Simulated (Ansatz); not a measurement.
Ansatz (a quantum-chemistry and plane-wave program) run on Na2AlGe2 (P4/mmm, 5 atoms in the cell): self-consistent single point.

Method: PBEsol, PAW files made with PBE (plane waves; Ansatz).

The change in words: lattice scaled by 0.98. Reference geometry:
```xyz
5
Lattice="2.9343 0.0000 0.0000 0.0000 2.9343 0.0000 0.0000 0.0000 14.2970" Properties=species:S:1:pos:R:3 pbc="T T T"
Na     1.4671     1.4671     8.7276
Na     1.4671     1.4671     5.5694
Al     1.4671     1.4671     0.0000
Ge     1.4671     1.4671     2.6168
Ge     1.4671     1.4671    11.6802
```

Reference input (self-consistent single point, DFT, PBEsol, plane waves, PAW files made with PBE): basis.ecutwfc = 420 eV; kpoints.mp_grid.grid = 8 8 2; hamiltonian.xc = pbesol; hamiltonian.pseudopotentials = {kind: paw} (the program's default PAW files); scf.occupations.method = gaussian; scf.occupations.width = 0.05 eV. This run's input differs from it in these lines:

```diff
@@ -2,5 +2,5 @@
   lattice:
-    - [2.93429100, 0.00000000, 0.00000000]
-    - [0.00000000, 2.93429100, 0.00000000]
-    - [0.00000000, 0.00000000, 14.29702700]
+    - [2.87560500, 0.00000000, 0.00000000]
+    - [0.00000000, 2.87560500, 0.00000000]
+    - [0.00000000, 0.00000000, 14.01108600]
   atoms:
```

Log, with long lists cut:

```
SCF iter   1: F=—  HF=-11983.478340 eV  |F-HF|=—  |Δ(HF+E_count)|=         —  Δρ=4.43e-2  dr2=1.32e1  ethr=3.10e-3  ⟨swp⟩=6.3  Hψ=4162  notcnv=0
all-band conjugate gradients solve this SCF's bands
preconditioner: auto → Resta (q_TF=auto, 2.364 Å⁻¹)
SCF iter   2: F=—  HF=-11981.945814 eV  |F-HF|=—  |Δ(HF+E_count)|=    1.53e0  Δρ=1.77e-2  dr2=1.28e0  ethr=3.10e-3  ⟨swp⟩=3.0  Hψ=1958  notcnv=0  defer=31
   [... lines left out ...]
SCF iter   8: F=—  HF=-11981.706213 eV  |F-HF|=—  |Δ(HF+E_count)|=   4.97e-5  Δρ=4.60e-5  dr2=7.35e-6  ethr=1.60e-7  ⟨swp⟩=1.7  Hψ=1187  notcnv=0  defer=29
SCF iter   9: F=—  HF=-11981.706211 eV  |F-HF|=—  |Δ(HF+E_count)|=   1.68e-6  Δρ=2.10e-5  dr2=2.77e-6  ethr=1.50e-8  ⟨swp⟩=2.0  Hψ=1363  notcnv=0  defer=29
SCF iter  10: F=—  HF=-11981.706211 eV  |F-HF|=—  |Δ(HF+E_count)|=   5.49e-7  Δρ=8.95e-6  dr2=2.44e-7  ethr=5.65e-9  ⟨swp⟩=2.2  Hψ=1290  notcnv=0  defer=29
SCF iter  11: F=-11981.706211 eV  HF=-11981.706211 eV  |F-HF|=1.56e-8  |Δ(HF+E_count)|=   4.21e-8  Δρ=2.63e-6  dr2=2.23e-8  ethr=2.04e-10  ⟨swp⟩=9.3  Hψ=4073  notcnv=0
SCF 1 converged in 11 iterations: F = -11981.706211 eV  dr2 = 2.23e-8
Free energy (F): -11981.706211 eV
Internal energy: -11981.703347 eV  (E = F + TS)
E sigma→0 (E₀):  -11981.704779 eV
Entropy (-TS):   -0.002864 eV (-0.573 meV/atom)
Fermi energy:    5.769720 eV
--- Forces (eV/Å), atoms counted from 1 ---
  atom   1  Na     0.00000000     0.00000000     0.08239053
  atom   2  Na     0.00000000     0.00000000    -0.08239053
  atom   3  Al    -0.00000000     0.00000000     0.00000000
  atom   4  Ge     0.00000000     0.00000000    -0.08337040
  atom   5  Ge     0.00000000     0.00000000     0.08337040
--- Stress (GPa, compression-positive) ---
       -1.064118       0.000000       0.000000
        0.000000      -1.064118       0.000000
        0.000000       0.000000       0.491295
  P = ⅓ Tr σ = -0.5456 GPa (-5.456 kbar)
  The stress holds the Pulay correction. Without it, at fixed plane waves, as pw.x and ABINIT print it: P = -0.5579 GPa
```

The run converged in 11 iterations. Against the reference run the free energy drops by 13.5 meV/atom, the pressure goes from -2.28 to -0.55 GPa and the largest force goes from 0.235 to 0.083 eV/Å.

The starting cell comes from a database of computed structures (which also holds hypothetical and non-ambient phases and stackings), without a prior relaxation at this level. Its lattice was rescaled by a random factor within 2.5 % of one. For this run, on top of that: lattice scaled by 0.98. Ansatz's pressure includes its estimate of the finite-basis (Pulay) stress.

Keys are those of Ansatz 0.2.
